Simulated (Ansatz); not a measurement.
System: O-vacancy pair (O on one host N site, one N site vacant) in wurtzite AlN (charge state +2). The step: direct exchange of O with the vacancy (O-vacancy distance between ideal sites 3.09 Å throughout); the atom moves 3.07 Å along (0.66, 0.33, 0.50) of the unit cell; the moving atom starts with neighbours Al at 1.93, 2 Al at 1.97, Al at 2.02 Å and ends with Al at 1.96, 3 Al at 1.99 Å. A PBE band in Ansatz (plane-wave PAW, the Γ point alone, 72 host sites, 82 SCF runs with any check of the saddle's order, static, no finite-size correction) gives a forward barrier of 3.45 eV. The check of the saddle point's order was inconclusive, and it lies on a symmetry element of the cell, where a band can be held. The charge state is imposed; whether it is stable for some Fermi level was not computed. Forms of the defect that were not tried may lie lower. The start lies 0.18 eV above the lowest site run (PBE).

Single points at the band's start and saddle point can refine it. Rough cost of one point, in units of the band's mean SCF on the same machine:

```
Level                                                     Cost of one point
--------------------------------------------------------  -----------------
PBE, a 2×2×2 k-point mesh shifted by half a step along c            about 7
r2SCAN at 500 eV, the Γ point alone                                 about 4
```

Task: Which of these move the barrier by more than 0.1 eV, and how far does each move it?

Result: PBE, a 2×2×2 k-point mesh shifted by half a step along c: +0.30 eV; r2SCAN at 500 eV, the Γ point alone: +0.33 eV. Each functional is compared with PBE at the same k-points.

Ansatz is a first-principles code.
